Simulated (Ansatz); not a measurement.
Results of r²SCAN-D4 (plane waves, PAW; Ansatz, a program for electronic structure) for AlB2-type TiB₂.

Run with plane-wave cutoff 500 eV, 18×18×12 k mesh (along the axes of the cell as run), Fermi–Dirac smearing 0.05 eV, no spin polarisation, scalar-relativistic PAW data made under PBE.

Computed at the level's own relaxed cell.

Q: Predict the equilibrium volume per atom, equilibrium lattice constant a and lattice parameter c.

A: 
* **equilibrium volume per atom**: 8.42 Å³/atom
* **equilibrium lattice constant a**: 3.017 Å
* **lattice parameter c**: 3.204 Å

Measured, for comparison: lattice constant a 3.029 Å, lattice parameter c 3.229 Å (293 K, no zero-point or thermal correction; as tabulated in R. G. Munro, J. Res. NIST 105, 709 (2000), Material Properties of Titanium …). Computed (rounded) less measured: lattice constant a -0.4 %, lattice parameter c -0.8 %. A static lattice is as a rule a little smaller and stiffer than an uncorrected measurement, which narrows the difference in the lattice constant a, lattice parameter c and would widen misses of the other sign.

Computed values are for the static lattice.
